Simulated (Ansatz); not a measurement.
KSrH3 (model structure, started from the KMgH3 type, Pm-3m, No. 221, 5 atoms in the cell) was calculated with LDA (plane waves, PAW; Ansatz, a quantum-chemistry and plane-wave program).

Settings: plane-wave cutoff 520 eV, 8×8×8 k mesh, Fermi–Dirac smearing 0.01 eV, scalar-relativistic PAW data made under PBE.

Cell (relaxed with PBEsol):

```
KSrH3
1.0
    4.71935     0.00000     0.00000
    0.00000     4.71935     0.00000
    0.00000     0.00000     4.71935
K Sr H
1 1 3
Direct
  0.00000   0.00000   0.00000
  0.50000   0.50000   0.50000
  0.50000   0.00000   0.50000
  0.00000   0.50000   0.50000
  0.50000   0.50000   0.00000
```

**Question.** What does this level give for the band gap, smallest direct gap on the k points sampled and Γ–Γ gap?

**Answer.** 
* **band gap**: 2.37 eV
* **smallest direct gap on the k points sampled**: 2.44 eV
* **Γ–Γ gap**: 6.91 eV

Note: the relaxation could raise the start's symmetry but not lower it, so the cell can be a saddle point; cell and atoms aren't relaxed at this level (pressure -1.0 GPa).

Spin–orbit coupling is not included.

Static lattice: no zero-point or thermal effects.

A model structure was made by putting elements into a prototype or built by hand; it is no filed structure, need not be a known phase, and can be a saddle point held by its symmetry.
